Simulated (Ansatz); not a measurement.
The reference is ZnS in the zinc blende structure (space group F-43m, No. 216).

```
ZnS
1.0
    0.00000     2.72175     2.72175
    2.72175     0.00000     2.72175
    2.72175     2.72175     0.00000
S Zn
1 1
Direct
  0.75000   0.75000   0.75000
  0.00000   0.00000   0.00000
```

Cartesian axes are those of the cell as printed.

All numbers come from PBE (Ansatz, an electronic-structure program, PAW, no spin-orbit coupling), earlier PAW set.

Now apply this change: the cell is scaled by 0.9773 in all directions, atoms relaxed at fixed cell.

Task: Predict the stress tensor and what it implies for the stiffness.

Result: Stress of the strained cell less that of the base (GPa, compression positive):
```
   5.58    0.00    0.00
   0.00    5.58    0.00
   0.00    0.00    5.58
```

Then B = −ΔP/(ΔV/V₀) with ΔV/V₀ = -0.0666 gives secant stiffness values (nonlinear terms included at this strain): B ≈ 84 GPa.

As a check, the harmonic strain energy −½ V₀ Δσ:ε is 24 meV/atom; the computed energy rise is 22 meV/atom.

Whether these cells are dynamically stable was not tested.
